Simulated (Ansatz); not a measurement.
Start from SnO (space group P4/nmm, No. 129; a = 3.837 Å, c = 4.759 Å; layered, stacked along the Cartesian z axis). Axes: x, y, z lie along a, b, c of the conventional cell.

Method: PBE-D3(BJ) (Ansatz, a quantum-chemistry and plane-wave program; PAW; 420 eV plane waves; no SOC).

Before the change:

- Pressure = 0.0 GPa
- Shortest interatomic distance = 4.235 bohr

Now apply this change: the cell is compressed by 3.00 % along z with no lateral relaxation; the atoms relax in the strained cell.

Q: What happens to the pressure?

A: The pressure (mean of the normal stresses, compression positive) goes from zero to 0.8 GPa.

Q: What does the calculation give for the shortest interatomic distance after the change?

A: The shortest interatomic distance decreases by 0.007 bohr, from 4.235 bohr to 4.228 bohr.

Q: What does the calculation give for the energy relative to the base after the change?

A: The energy goes up by 2.2 meV/atom.

Q: What happens to the largest internal atomic displacement?

A: The largest internal atomic displacement amounts to 0.028 Å.

Stability against distortions was not tested. All final runs are without spin polarisation.
